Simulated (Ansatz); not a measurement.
## ZnSiP2 under a change: isotropic strain +1.50 %

The parent structure is ZnSiP2 in the chalcopyrite structure (space group I-42d, No. 122; a = 5.3531 Å, c = 10.4452 Å).

Perturbation: the cell is scaled by 1.0150 in all directions, atoms relaxed at fixed cell.

All numbers come from plane-wave PAW DFT at the PBEsol level (Ansatz, a program for electronic structure, 420 eV), no spin-orbit coupling. Γ-centred 9×9×9 mesh, Fermi–Dirac width 0.05 eV.

```tsv
quantity	base	changed	shift
volume per atom	18.71 Å³	19.56 Å³	+0.85 Å³
space group	I-42d (No. 122)	I-42d (No. 122)	–
shortest interatomic distance	2.255 Å	2.284 Å	+0.0296 Å
energy relative to the base (free energy F)	0 meV/atom	+10 meV/atom	+10 meV/atom
band gap	1.16 eV	1.27 eV	+0.105 eV
gap character	direct at Γ	direct at Γ	–
mean gap deformation potential ΔEg/Δln V	–	+2.3 eV	–
width of the top valence band	1.30 eV	1.20 eV	-0.10 eV
electron mass	1.4 mₑ along c, 0.25 mₑ across (at Γ)	1.4 mₑ along c, 0.25 mₑ across (at Γ)	–
hole mass	0.16 mₑ along c, 0.37 mₑ across (at Γ)	0.15 mₑ along c, 0.39 mₑ across (at Γ)	–
valence-band top at Γ (three highest levels, from the VBM)	0.00, -0.12, -0.12 eV	0.00, -0.12, -0.12 eV	–
```

Masses are band curvatures over ±0.01 Å⁻¹ around the edge. Whether these cells are dynamically stable was not tested.
